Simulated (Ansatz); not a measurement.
## LiCl: band gap against strain

LiCl (rock salt, Fm-3m, 17.078 Å³/atom at rest, cube axes along x, y and z) under an equal strain ε along all three axes. PBE in Ansatz, a plane-wave DFT program (PAW, default set), 420 eV, 11×11×11 Γ-centred mesh, Fermi-Dirac smearing 0.05 eV; ions are relaxed within the symmetry of each cell. Gaps are the smallest over the k-mesh and a band path, without spin-orbit coupling; in all rows the valence edge lies at about 0.2 Å⁻¹ from Γ and the conduction edge at Γ.

Here s stands for strain and Eg for gap.

```
strain (%)  gap (eV)
----------  --------
-3.00              ?
-1.50           6.52
-1.00           6.43
-0.50           6.34
0.00            6.26
0.50            6.17
1.00            6.09
1.50            6.01
```

Problem. Fit Eg against s with a straight line, and predict the withheld value at s = -3.00.

Solution. Means: s 0, Eg 6.260. About the means, the sum of products is -1.1900 and the sum of squares of s is 7.0000; the slope is their ratio. Least squares gives Eg = 6.260 - 0.1700·s. Residuals (row less fit): 0.005, 0.000, -0.005, 0.000, -0.005, 0.000, 0.005; standard error 0.004 (degrees of freedom: 5). Over these rows the gap moves by -17 ± 0.2 eV per unit strain, or -5.7 eV per unit of ln V. At the withheld row, Eg = 6.260 - 0.1700 × (-3.0) = 6.770 eV. The calculation gives 6.81 eV, 0.040 eV above the prediction (5.0 % of the range of Eg in the table). The row lies outside the fitted rows, so this is an extrapolation. The fitted rows scatter only by rounding.

One order more, fitted to all 13 runs of the series, follows each within 0.01, so the miss is the next term of a smooth law. Other structures, which can take over under pressure, weren't tried. Rows are the converged runs of the series near zero and its far end; series whose fitted rows scatter by over a few per cent of the range, as at a crossing or softening among them, aren't shown in this form. Most that stay on the fit to the last digits aren't either.
